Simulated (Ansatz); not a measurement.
AlP (F-43m): electron mass 0.348 mₑ, hole mass 0.707 mₑ, dielectric constants ε∞ = 8.33 and ε₀ = 10.5, effective LO phonon energy 61 meV (band masses from PBE with spin-orbit coupling, rigid bands run with Ansatz, a quantum-chemistry and plane-wave program, cell and atoms relaxed with PBE; dielectric constants and zone-centre modes from Ansatz with LDA on its own relaxed cell).

Problem. Estimate a shallow donor's binding energy, its radius and the Mott density in the hydrogenic model.

Solution. E_d = 13.606 eV × m/ε₀² = 42.9 meV and a = 0.0529 nm × ε₀/m = 1.60 nm; n^(1/3) a = 0.26 gives 4.3e18 cm⁻³. The orbit spans many cells, so the model is sensible.

Problem. Bracket the exciton binding energy.

Solution. The reduced mass is 0.233 mₑ, which gives 28.8 meV with ε₀ and 45.7 meV with ε∞. Both lie under the phonon energy, so the ions follow and the static value is the better guide.

Isotropic masses (harmonic means over directions) and a parabolic band; the masses carry the functional's gap error.
